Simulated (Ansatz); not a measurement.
Candidates: C11b WSi₂, C11b MoSi₂, AlB2-type HfB₂, AlB2-type MgB₂, HfSi (Pnma, No. 62), AlB2-type TiB₂. Level: r²SCAN (PAW; Ansatz, a program for electronic structure).

Ansatz's runs of these crystals have no spin polarisation.

Spin–orbit coupling is left out, also for the solids with elements from indium on (C11b WSi2, AlB2-type HfB2, HfSi); its size isn't shown.

Ansatz's density-functional and Hartree–Fock values are scalar-relativistic unless marked +SOC, with PAW data made under PBE.

Problem. Which of them have a computed equilibrium volume per atom between 9 and 12 Å³/atom?

Solution. AlB2-type HfB₂, AlB2-type MgB₂. The values: C11b WSi₂ 13.42 Å³/atom; C11b MoSi₂ 13.36 Å³/atom; AlB2-type HfB₂ 9.88 Å³/atom; AlB2-type MgB₂ 9.54 Å³/atom; HfSi (Pnma, No. 62) 16.92 Å³/atom; AlB2-type TiB₂ 8.51 Å³/atom.
